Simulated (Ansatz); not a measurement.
The starting structures come from a database of crystals and need not be the phases stable at ambient conditions.

 Where the default PAW files enter, the runs use the earlier of Ansatz's two default sets.

By PBEsol, the system below comes out a metal.

A figure of merit of an interconnect metal is its ballistic conductance per area.

```xyz
4
Lattice="5.7982 0.0000 0.0000 0.0000 5.9850 0.0000 0.0000 2.9925 3.4669" Properties=species:S:1:pos:R:3 pbc="T T T"
Hg     1.4495     2.9925     1.0883
Hg     4.3486     5.9850     2.3787
Te     1.4495     5.9850     1.4921
Te     4.3486     2.9925     1.9748
```

Space group of this cell: Cmcm. The cell is taken as given; by PBEsol its mean pressure is -3.4 GPa.

The current flows along the normal of the first two printed cell vectors. No spin-orbit coupling; the value is a mean over 0.1 eV about the Fermi level.

**Question.** Compute, with Ansatz (a quantum-chemistry and plane-wave program) with PBEsol, the ballistic conductance per area.

**Answer.** 0.20 × 10¹⁵ S/m² for both spins.
